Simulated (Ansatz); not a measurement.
```xyz
5
Lattice="5.7356 0.0000 0.0000 0.0000 5.7356 0.0000 0.0000 0.0000 5.7356" Properties=species:S:1:pos:R:3 pbc="T T T"
Cs     0.0000     0.0000     0.0000
Pb     2.8678     2.8678     2.8678
Cl     0.0000     2.8678     2.8678
Cl     2.8678     2.8678     0.0000
Cl     2.8678     0.0000     2.8678
```

The cell was generated from a structure type, relaxed within its symmetry, and need not be the phase found at ambient conditions. Spin-orbit coupling is not included. The cell is fixed at its relaxed static size. Melting and transitions to other phases are not modelled.

Problem. Estimate each atom's mean-square displacement (sum over three axes) at 600 K from path-integral sampling on the energy surface fitted in the stochastic self-consistent harmonic approximation in a 2×2×2 supercell, PBE in Ansatz (a first-principles code).

Solution. Cs1 0.33 Å², Pb2 0.11 Å², Cl3 0.47 Å², Cl4 0.47 Å², Cl5 0.47 Å². Waves longer than the supercell are missing, so the values are low for an infinite crystal. Over all wave vectors of the supercell the softest harmonic mode is 46i cm⁻¹ at q = (0.50, 0.50, 0.50); the softest of the Hessian is 15i cm⁻¹ at q = (0.00, 0.50, 0.50) at 300 K (error 1; the run's verdict: unstable), 4i cm⁻¹ at q = (0.00, 0.50, 0.50) at 600 K (error 18; the run's verdict: undecided).
